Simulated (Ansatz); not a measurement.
Levels about the gap of amorphous Hf18O39Lu2 (59 atoms in a cell of 736 Å³, 9.44 g/cm³; zone centre alone, so wide bands show as single levels with stretches between that a denser mesh fills), at the geometry that PBE relaxed, where it gives 0.0 GPa on a denser mesh. The participation number counts the atoms over which a state spreads; weights are charges in smoothed Voronoi cells. The levels come from a single point, so bond lengths are those of that geometry. Method of the levels: r2SCAN, scalar-relativistic without spin-orbit coupling (Ansatz, an electronic-structure program). Sampling: the zone centre alone; Fermi-Dirac width 0.02 eV; no spin polarisation. At PBE the levels at the filled edge of the gap are localised (band-tail or defect states).

The cell was made by melting and quenching with the CHGNet potential and then relaxed with DFT. O atoms were pushed apart under 1.9 Å during the dynamics, to hinder bonds among them. The hot cell started wider than the set density and was brought back towards it in steps. It is the lowest in DFT energy of 2 quenches. It is a model cell: composition and starting density were chosen by hand, and all elements were melted together. No dispersion term was used. Its density started from a set value of 9.04 and ended at 9.44 g/cm³. Cooling (nominally 450 K/ps over its main leg) ran many orders faster than in experiment, which tends to leave more defects and strain. A cell of this size samples the disorder only roughly. Volume and shape were free in the relaxation.

```json
[
 {"E - E(highest filled), eV": "-0.38", "filling": "filled", "participation number": "18.1", "largest on": "O, 3 neighbours", "weight O": "0.92", "weight Hf": "0.05", "weight Lu": "0.03"},
 {"E - E(highest filled), eV": "-0.34", "filling": "filled", "participation number": "19.6", "largest on": "O, 3 neighbours", "weight O": "0.93", "weight Hf": "0.05", "weight Lu": "0.02"},
 {"E - E(highest filled), eV": "-0.29", "filling": "filled", "participation number": "18.5", "largest on": "O, 3 neighbours", "weight O": "0.89", "weight Hf": "0.04", "weight Lu": "0.07"},
 {"E - E(highest filled), eV": "-0.21", "filling": "filled", "participation number": "13.4", "largest on": "O, 3 neighbours", "weight O": "0.93", "weight Hf": "0.04", "weight Lu": "0.03"},
 {"E - E(highest filled), eV": "-0.15", "filling": "filled", "participation number": "11.5", "largest on": "O, 3 neighbours", "weight O": "0.94", "weight Hf": "0.05", "weight Lu": "0.01"},
 {"E - E(highest filled), eV": "-0.06", "filling": "filled", "participation number": "9.0", "largest on": "O, 4 neighbours", "weight O": "0.94", "weight Hf": "0.05", "weight Lu": "0.01"},
 {"E - E(highest filled), eV": "0.00", "filling": "filled", "participation number": "9.7", "largest on": "O, 3 neighbours", "weight O": "0.94", "weight Hf": "0.05", "weight Lu": "0.01"},
 {"E - E(highest filled), eV": "4.26", "filling": "empty", "participation number": "16.2", "largest on": "Hf, 7 neighbours", "weight O": "0.38", "weight Hf": "0.61", "weight Lu": "0.01"},
 {"E - E(highest filled), eV": "4.37", "filling": "empty", "participation number": "12.9", "largest on": "Hf, 7 neighbours", "weight O": "0.38", "weight Hf": "0.61", "weight Lu": "0.01"},
 {"E - E(highest filled), eV": "4.53", "filling": "empty", "participation number": "28.3", "largest on": "Hf, 7 neighbours", "weight O": "0.40", "weight Hf": "0.57", "weight Lu": "0.03"},
 {"E - E(highest filled), eV": "4.71", "filling": "empty", "participation number": "32.5", "largest on": "Hf, 7 neighbours", "weight O": "0.42", "weight Hf": "0.56", "weight Lu": "0.02"},
 {"E - E(highest filled), eV": "4.74", "filling": "empty", "participation number": "23.0", "largest on": "Hf, 7 neighbours", "weight O": "0.40", "weight Hf": "0.58", "weight Lu": "0.02"},
 {"E - E(highest filled), eV": "4.88", "filling": "empty", "participation number": "23.9", "largest on": "Hf, 7 neighbours", "weight O": "0.42", "weight Hf": "0.55", "weight Lu": "0.03"},
 {"E - E(highest filled), eV": "5.01", "filling": "empty", "participation number": "22.9", "largest on": "Hf, 6 neighbours", "weight O": "0.39", "weight Hf": "0.59", "weight Lu": "0.02"}
]
```

Most localised among these is the filled level at -0.06 eV, on a O atom, which has 4 neighbours (Hf 2.12 Å, Hf 2.19 Å, Hf 2.28 Å, Hf 2.61 Å).
